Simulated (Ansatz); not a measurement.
Au in the fcc (Cu type) structure (space group Fm-3m, No. 225)

```
Au
1.0
    0.00000     2.06201     2.06201
    2.06201     0.00000     2.06201
    2.06201     2.06201     0.00000
Au
1
Cartesian
  0.00000   0.00000   0.00000
```

Calculations: Kohn–Sham DFT with the r2SCAN functional, run in Ansatz (a first-principles code) with PAW and 500 eV plane waves, without spin-orbit coupling, earlier PAW set. k-mesh 19×19×19 (Γ-centred); smearing 0.05 eV (Fermi–Dirac).

The volume per atom is 17.53 Å³ and the density is 18.65 g/cm³. The band gap is zero. The total energy is -13165.136 eV/atom (σ→0; compares only within this code and set-up).

Whether these cells are dynamically stable was not tested.
